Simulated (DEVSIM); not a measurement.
Structure: Pd/SiO2/p-InP capacitor, at 300 K.

```csv
layer (left to right),material,thickness (nm),Na (cm⁻³)
1,SiO2,2.60,-
2,InP,15000,1.8e15
```

Metal gate on the left, work function 5.2 eV. Fixed charge at the semiconductor interface -1.4e11 cm⁻² (in units of +e); interface traps 2.4e10 cm⁻² eV⁻¹, uniform in energy, neutral level at 0.7 of the gap above the valence band.

Constants are typed, rounded textbook-type inputs, not results; the design itself was drawn at random and stands for no fabricated device. Values at 300 K.

```csv
parameter,SiO2,InP
gap (eV),9,1.344
affinity (eV),0.9,4.38
permittivity,3.9,12.5
Nc (cm⁻³),-,5.7e17
Nv (cm⁻³),-,1.1e19
```

Model (solved in DEVSIM): 1D Poisson equation in equilibrium, Boltzmann statistics, complete ionisation; no quantum confinement or tunnelling. Metal contacts follow the ideal Schottky-Mott rule: no Fermi-level pinning, no interface dipoles.

Base results: flat-band voltage (V) -0.28; minimum of the low-frequency capacitance (μF/cm²) 0.0176; threshold voltage (band bending 2φF) (V) 0.71; capacitance of the dielectric stack (μF/cm²) 1.33.

Q: What follows from this one change: SiO2 thickness 0.0026 → 0.0014 μm?

A: flat-band voltage little changed (-0.29 V); minimum of the low-frequency capacitance little changed (0.0178 μF/cm²); threshold voltage (band bending 2φF) 0.71 → 0.69 V; capacitance of the dielectric stack 1.33 → 2.47 μF/cm².

Q: What follows from this one change: fixed charge -1.4e+11 → -1.79e+12 cm^-2?

A: flat-band voltage -0.28 → -0.09 V; minimum of the low-frequency capacitance little changed (0.0176 μF/cm²); threshold voltage (band bending 2φF) 0.71 → 0.91 V; capacitance of the dielectric stack little changed (1.33 μF/cm²).

Q: What follows from this one change: interface trap density 2.4e+10 → 1e+11 cm^-2 eV^-1?

A: flat-band voltage little changed (-0.29 V); minimum of the low-frequency capacitance 0.0176 → 0.0294 μF/cm²; threshold voltage (band bending 2φF) little changed (0.71 V); capacitance of the dielectric stack little changed (1.33 μF/cm²).
